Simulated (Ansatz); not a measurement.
We consider AlB2-type TiB2, described by r²SCAN+rVV10 in Ansatz (PAW).

Settings: plane-wave cutoff 500 eV, 18×18×12 k mesh (along the axes of the cell as run), Fermi–Dirac smearing 0.05 eV, no spin polarisation, scalar-relativistic PAW data made under PBE.

Computed at the level's own relaxed cell.

### Question
What does this level give for the equilibrium volume per atom, equilibrium lattice constant a and c axis length?

### Answer

- equilibrium volume per atom = 8.48 Å³/atom
- equilibrium lattice constant a = 3.022 Å
- c axis length = 3.216 Å

Measured, for comparison: lattice constant a 3.029 Å, lattice parameter c 3.229 Å (293 K, no zero-point or thermal correction; as tabulated in R. G. Munro, J. Res. NIST 105, 709 (2000), Material Properties of Titanium …). Computed (rounded) less measured: lattice constant a -0.2 %, lattice parameter c -0.4 %. A static lattice is as a rule a little smaller and stiffer than an uncorrected measurement, which narrows the difference in the lattice parameter c and would widen misses of the other sign.

The computed numbers hold no vibrational or temperature effects.

The result took very roughly 60 core-seconds.

Ansatz is a first-principles code.
